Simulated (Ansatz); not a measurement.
```yaml
crystal:
  lattice:
    - [6.64848, 0.06680, 0.00000]
    - [-1.63320, 2.82878, 0.00000]
    - [0.00000, 0.00000, 5.24710]
  atoms:
    - { symbol: In, position: [0.34919, 0.34919, 0.00521] }
    - { symbol: In, position: [0.15081, 0.65081, 0.50521] }
    - { symbol: N, position: [0.36162, 0.36162, 0.60016] }
    - { symbol: N, position: [0.13838, 0.63838, 0.10016] }
    - { symbol: Al, position: [0.82997, 0.32997, 0.00465] }
    - { symbol: Al, position: [0.67003, 0.67003, 0.50465] }
    - { symbol: N, position: [0.80064, 0.30064, 0.64038] }
    - { symbol: N, position: [0.69936, 0.69936, 0.14038] }
```

The ordered cell is a computed model, not a synthesised structure. Spin-orbit coupling is not included.

Question: Give the diagonal Born effective charges atom by atom and the electronic dielectric tensor from linear response, Ansatz (a program for electronic structure), LDA functional, plane-wave PAW.

Answer: 
```
atom   Z*xx   Z*yy   Z*zz
----  -----  -----  -----
In1    2.68   2.70   3.05
In2    2.68   2.70   3.05
N3    -2.75  -2.67  -2.80
N4    -2.75  -2.67  -2.80
Al5    2.64   2.56   2.56
Al6    2.64   2.56   2.56
N7    -2.58  -2.59  -2.81
N8    -2.58  -2.59  -2.81
```

ε∞ diagonal: 6.0, 6.0, 6.0. The program warned that the k mesh resolves the field response only roughly, so the permittivities are not converged. Away from Γ the polar cell without biaxial strain shows no imaginary mode on a 2×2×2 mesh.
